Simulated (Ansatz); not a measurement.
## Short convergence ladders for SrAg5 (P6/mmm, 6 atoms in the cell)

```
SrAg5
1.0
    5.72758     0.00000     0.00000
   -2.86379     4.96023     0.00000
    0.00000     0.00000     4.61871
Sr Ag
1 5
Cartesian
  0.00000   0.00000   0.00000
  2.86379   1.65341   0.00000
  0.00000   3.30682   0.00000
  2.86379   0.00000   2.30936
  1.43189   2.48012   2.30936
 -1.43190   2.48012   2.30936
```

Base method: LDA (PW92), default PAW files made with PBE (plane waves; Ansatz, a program for electronic structure).

Base settings: basis.ecutwfc = 420 eV; kpoints.mp_grid.grid = 7 7 7; hamiltonian.xc = lda; hamiltonian.pseudopotentials = {kind: paw} (the program's default PAW files); scf.occupations.method = gaussian; scf.occupations.width = 0.1 eV.

Core times come from one kind of shared machine, to one figure; runs under 30 s give none.

**Zone-centre phonons against the cutoff**

In this ladder: phonons.method = dfpt.

The mesh stays at the base's, so the ladder's end is converged at best in this setting alone.

Frequencies are those of the unrelaxed cell, without the LO-TO term of polar crystals.

Only quantities that move along the ladder and can be compared are tabulated.

```csv
basis.ecutwfc,highest zone-centre frequency (cm⁻¹),lowest optical frequency (cm⁻¹),core time / last (rough)
210 eV,91.3,-29.3,0.4
295 eV,168.1,37.8,0.5
420 eV,163.9,40.4,0.9
505 eV,163.8,40.4,1
```

Coarsest basis.ecutwfc that holds the highest zone-centre frequency within 5 cm⁻¹ of the last step, with all finer ones: 295 eV; the step before is off by 73 cm⁻¹.

Coarsest basis.ecutwfc that holds the lowest optical frequency within 1 cm⁻¹ of the last step, with all finer ones: 420 eV; the step before is off by 2.6 cm⁻¹.

**The force threshold of a relaxation**

On SrAg5 (P6mm, 6 atoms in the cell): one atom moved by 0.15 angstrom.

In this ladder: relax = atoms.

The mesh stays at the base's, so the ladder's end is converged at best in this setting alone.

Only quantities that move along the ladder and can be compared are tabulated.

| relax.f_tol | free energy less the last step's (meV/atom) | largest force left (eV/Å) | relaxation steps | core time / last (rough) |
|---|---|---|---|---|
| 0.2 eV/Å | 0.90 | 0.0729 | 2 | 0.4 |
| 0.05 eV/Å | 0.02 | 0.0178 | 3 | 0.7 |
| 0.02 eV/Å | 0.02 | 0.0178 | 3 | 0.8 |
| 0.005 eV/Å | 0.00 | 0.0014 | 4 | 1 |
| 0.001 eV/Å | 0.00 | 0.0001 | 5 | 1 |

Coarsest relax.f_tol that holds the largest force left within 0.02 eV/Å of the last step, with all finer ones: 0.05 eV/Å; the step before is off by 0.073 eV/Å.

Coarsest relax.f_tol that holds the free energy within 0.05 meV/atom of the last step, with all finer ones: 0.05 eV/Å; the step before is off by 0.90 meV/atom.

On the base run: the starting cell comes from a database of computed structures (which also holds hypothetical and non-ambient phases and stackings), without a prior relaxation at this level. Its lattice was rescaled by up to half a per cent. In the base run, with a pressure of about -6 GPa the cell is away from its equilibrium volume at this level.

Keys are those of Ansatz 0.2.
